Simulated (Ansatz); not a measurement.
Consider the following.

```
CELL_PARAMETERS angstrom
      0.00000     2.68589     2.74145
      2.68589     0.00000     2.74145
      2.68589     2.68589     0.00000
ATOMIC_POSITIONS crystal
  Si 0.25000 0.25000 0.25000
  Si 0.00000 0.00000 0.00000
```

Method: PBEsol with spin-orbit coupling, rigid bands (plane waves, PAW; Ansatz, a program for electronic structure). Condition of this run: biaxial stress xx = yy = 2 GPa (compression positive) (the target of the relaxation). Cell: cell and atoms relaxed with PBEsol, then loaded as said.

**Question.** What conductivity effective mass do dilute electrons have at 300 K?

**Answer.** 0.34 (x), 0.34 (y), 0.21 (z) mₑ.

**Question.** What conductivity effective mass do dilute holes have at 300 K?

**Answer.** 0.30 (x), 0.30 (y), 0.33 (z) mₑ.

**Question.** And the band gap?

**Answer.** 0.31 eV at this level; semilocal functionals usually fall short of the measured gap.

Rigid bands, one relaxation time for all states, no polarons.
